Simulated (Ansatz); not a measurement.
The starting structures come from a database of crystals and need not be the phases stable at ambient conditions.

The decay constant κ of evanescent states in the gap governs leakage through a thin film.

Given:

```xyz
13
Lattice="7.9094 0.0000 0.0000 3.6385 9.1159 0.0000 -2.1354 4.5580 2.9060" Properties=species:S:1:pos:R:3 pbc="T T T"
Ba     7.5565     7.2459     0.0000
Ba     3.9914     1.8700     0.0000
Ba     0.0000     0.0000     0.0000
V      7.9275     3.7141     0.0000
V      3.6204     5.4018     0.0000
O      4.2461     7.5478     2.9060
O      5.1663     6.1261     0.0000
O      5.9745     9.2541     1.4998
O      3.4379     4.4198     1.4062
O      1.2339     2.4906     0.0000
O     10.3140     6.6253     0.0000
O      0.2006     4.6961     1.4062
O      9.2119     8.9777     1.4998
```

Space group of this cell: R-3m. The cell is taken as given; by PBEsol its mean pressure is -3.5 GPa.

Transport runs along the normal of the first two printed cell vectors, the (110) plane of the conventional cell.

The gap is the functional's own. No spin-orbit coupling. Mid-gap values are interpolated on the energy grid.

### Question
Give the band gap and the smallest decay constant κ at mid-gap that PBEsol (Ansatz, a first-principles code) yields.

### Answer
Gap 3.68 eV on a 10×10×10 mesh; κ = 0.389 1/Å, at the zone centre.
